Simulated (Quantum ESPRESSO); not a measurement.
A series of runs on a sheet of PbO (4 atoms in the cell)

```
CELL_PARAMETERS angstrom
      3.96450     0.00000     0.00000
      0.00000     3.96450     0.00000
      0.00000     0.00000    16.36593
ATOMIC_POSITIONS crystal
  Pb 0.50000 0.00000 0.57228
  Pb 0.00000 0.50000 0.42772
  O  0.00000 0.00000 0.50000
  O  0.50000 0.50000 0.50000
```

Base run A: revPBE, GBRV 1.5 ultrasoft (PBE) pseudopotentials (Quantum ESPRESSO), self-consistent single point.

Its settings: ecutwfc = 40 Ry; ecutrho = 200 Ry; occupations = smearing; smearing = cold; degauss = 0.0073499 Ry; input_dft = revpbe; potentials = {Pb: pb_pbe_v1.uspp.F.UPF, O: o_pbe_v1.2.uspp.F.UPF}; K_POINTS = automatic 4 4 1 0 0 0; conv_thr = 1e-10 Ry; mixing_beta = 0.5.

The starting cell was generated: these elements placed on a structure prototype, without a prior relaxation; it need not be a known phase or ordering of this composition. Spin-orbit coupling is off.

ΔF is the free energy per atom less that of run A. 

Run A gave: largest force (eV/Å) 0.877; gap on the mesh (eV) 2.668; iterations 17.

Runs:
- B: diagonalization: default → cg
- C: diagonalization: default → paro
- D: diagonalization: default → rmm-davidson
- E: diagonalization: default → rmm-paro
- F: diago_david_ndim: default → 3
- G: diago_david_ndim: default → 4
- H: diago_full_acc: default → true

Problem. Which runs reach the base run's state, and which is quickest in iterations?

Solution. Runs B, C, D, E, F, G, H gave the same state as A (within 1 meV/atom). The fewest iterations to that state were 12 (C); the most were 29.

```json
[
 {"run": "A", "ΔF (meV/atom)": "0.00", "largest force (eV/Å)": "0.877", "gap on the mesh (eV)": "2.668", "iterations": "17"},
 {"run": "B", "ΔF (meV/atom)": "0.00", "largest force (eV/Å)": "0.878", "gap on the mesh (eV)": "2.668", "iterations": "21"},
 {"run": "C", "ΔF (meV/atom)": "0.00", "largest force (eV/Å)": "0.877", "gap on the mesh (eV)": "2.668", "iterations": "12"},
 {"run": "D", "ΔF (meV/atom)": "0.00", "largest force (eV/Å)": "0.877", "gap on the mesh (eV)": "2.668", "iterations": "29"},
 {"run": "E", "ΔF (meV/atom)": "0.00", "largest force (eV/Å)": "0.878", "gap on the mesh (eV)": "2.668", "iterations": "19"},
 {"run": "F", "ΔF (meV/atom)": "0.00", "largest force (eV/Å)": "0.877", "gap on the mesh (eV)": "2.668", "iterations": "15"},
 {"run": "G", "ΔF (meV/atom)": "0.00", "largest force (eV/Å)": "0.878", "gap on the mesh (eV)": "2.668", "iterations": "15"},
 {"run": "H", "ΔF (meV/atom)": "0.00", "largest force (eV/Å)": "0.877", "gap on the mesh (eV)": "2.668", "iterations": "16"}
]
```
